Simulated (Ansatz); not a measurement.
We consider C (model structure, P4₁2₁2, No. 92, 12 atoms in the cell), described by PBEsol in Ansatz (PAW).

Settings: plane-wave cutoff 520 eV, 14×14×14 k mesh, Fermi–Dirac smearing 0.05 eV, scalar-relativistic PAW data made under PBE.

Cell (relaxed at this level):

```yaml
crystal:
  lattice:
    - [3.78291, 0.00000, 0.00000]
    - [0.00000, 3.78291, 0.00000]
    - [0.00000, 0.00000, 4.64866]
  atoms:
    - { symbol: C, position: [0.92422, 0.07578, 0.75000] }
    - { symbol: C, position: [0.42422, 0.42422, 0.00000] }
    - { symbol: C, position: [0.07578, 0.92422, 0.25000] }
    - { symbol: C, position: [0.57578, 0.57578, 0.50000] }
    - { symbol: C, position: [0.62073, 0.16661, 0.53265] }
    - { symbol: C, position: [0.33339, 0.12073, 0.78265] }
    - { symbol: C, position: [0.37927, 0.83339, 0.03265] }
    - { symbol: C, position: [0.66661, 0.87927, 0.28265] }
    - { symbol: C, position: [0.12073, 0.33339, 0.21735] }
    - { symbol: C, position: [0.83339, 0.37927, 0.96735] }
    - { symbol: C, position: [0.87927, 0.66661, 0.71735] }
    - { symbol: C, position: [0.16661, 0.62073, 0.46735] }
```

Problem. Estimate the band gap and smallest direct gap on the k points sampled that the calculation returns.

Solution. 
band gap: 4.91 eV (indirect)
smallest direct gap on the k points sampled: 5.47 eV

Note: the relaxation could raise the start's symmetry but not lower it, so the cell can be a saddle point.

The computed numbers hold no vibrational or temperature effects.

A model structure was made by putting elements into a prototype or built by hand; it is no filed structure, need not be a known phase, and can be a saddle point held by its symmetry.

Ansatz is a first-principles code.
